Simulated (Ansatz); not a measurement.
**GaAs: pressure series**

The reference is GaAs in the zinc blende structure (space group F-43m, No. 216; a = 5.666 Å).

Cell and atoms are relaxed at each pressure.

Computed with plane-wave PAW DFT at the r2SCAN level (Ansatz, an electronic-structure program, 500 eV), spin-orbit coupling left out, earlier PAW set.

Two rows of this table had their results exchanged by mistake.

```tsv
pressure	volume per atom (Å³)	shortest distance (Å)	band gap
pressure −2 GPa	23.41	2.477	0.73 eV
pressure −1 GPa	23.06	2.465	0.86 eV
pressure 0.9 GPa	22.46	2.443	1.07 eV
pressure 2.1 GPa	22.12	2.431	1.19 eV
pressure 4.5 GPa	18.64	2.296	1.34 eV
pressure 9 GPa	20.59	2.374	1.56 eV
pressure 15 GPa	19.61	2.335	1.46 eV
pressure 22.5 GPa	21.52	2.409	1.42 eV
pressure 30 GPa	17.86	2.264	1.23 eV
```

Task: Which two?

Result: The rows for pressure 4.5 GPa and pressure 22.5 GPa: the volume has to fall steadily with pressure, so 21.52 Å³ belongs to pressure 4.5 GPa and 18.64 Å³ to pressure 22.5 GPa.

Load acts through the strain it causes; cell and atoms are relaxed under it. Whether these cells are dynamically stable was not tested. Measured, GaAs leaves this structure (for a Cmcm phase) near 15 GPa (room temperature; as listed in arXiv:1906.07825).
